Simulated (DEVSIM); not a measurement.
Structure: Co/SiO2/p-GaAs capacitor, at 300 K.

Layer 1 from the left is SiO2, thickness (nm) 26.0. Layer 2 from the left is GaAs, thickness (nm) 7800, Na (cm⁻³) 6.9e15.

Metal gate on the left, work function 5 eV. Fixed charge at the semiconductor interface 1.5e11 cm⁻² (in units of +e); interface traps 8.9e10 cm⁻² eV⁻¹, uniform in energy, neutral level at 0.5 of the gap above the valence band.

Constants are typed, rounded textbook-type inputs, not results; the design itself was drawn at random and stands for no fabricated device. Values at 300 K.

SiO2: gap (eV) 9, affinity (eV) 0.9, permittivity 3.9. GaAs: gap (eV) 1.424, affinity (eV) 4.07, permittivity 12.9, Nc (cm⁻³) 4.7e17, Nv (cm⁻³) 9e18.

Simulated with DEVSIM: 1D Poisson equation in equilibrium, Boltzmann statistics, complete ionisation; no quantum confinement or tunnelling. Metal contacts follow the ideal Schottky-Mott rule: no Fermi-level pinning, no interface dipoles.

Task: What does the simulation give for the minimum of the low-frequency capacitance, the flat-band voltage?

Result: minimum of the low-frequency capacitance 0.0309 μF/cm²; flat-band voltage -0.55 V.
